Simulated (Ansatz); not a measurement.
Cr on the Al site in wurtzite AlN (start: the Al site; 96-site cell, 2×2×2 shifted sampling). Computed with PBE, PAW (plane waves to 420 eV; Ansatz, an electronic-structure program). Total energies of the localised charge states, counted from that of charge +1, and their image corrections (point charge with alignment); the host's valence-band maximum lies at 6.942 eV on the cells' energy zero and its gap is 4.03 eV.

```json
[
 {"charge": "+1", "moment (μB)": "2.0", "E − E(first) (eV)": "0.000", "correction (eV)": "0.317"},
 {"charge": "0", "moment (μB)": "3.0", "E − E(first) (eV)": "9.468", "correction (eV)": "0.000"},
 {"charge": "−1", "moment (μB)": "4.0", "E − E(first) (eV)": "19.315", "correction (eV)": "0.123"}
]
```

**Question.** Derive the transition levels above the valence-band maximum and say which of them are thermodynamic.

**Answer.** A level is the Fermi energy at which two charges have equal formation energy: ε(q/q′) = [E(q′) + corr(q′) − E(q) − corr(q)] / (q − q′) − E_VBM.
ε(+1/0) = [(9.468 + 0.000) − (0.000 + 0.317)] / 1 − 6.942 = 2.21 eV
ε(0/−1) = [(19.315 + 0.123) − (9.468 + 0.000)] / 1 − 6.942 = 3.03 eV
Thermodynamic levels at least 0.1 eV inside the gap: (+1/0) at 2.21 eV; (0/−1) at 3.03 eV. They hold to tenths of an eV in this cell. Only the charges listed were compared. Flagged in the runs: a host whose relaxation on this sampling wasn't shown to rest.
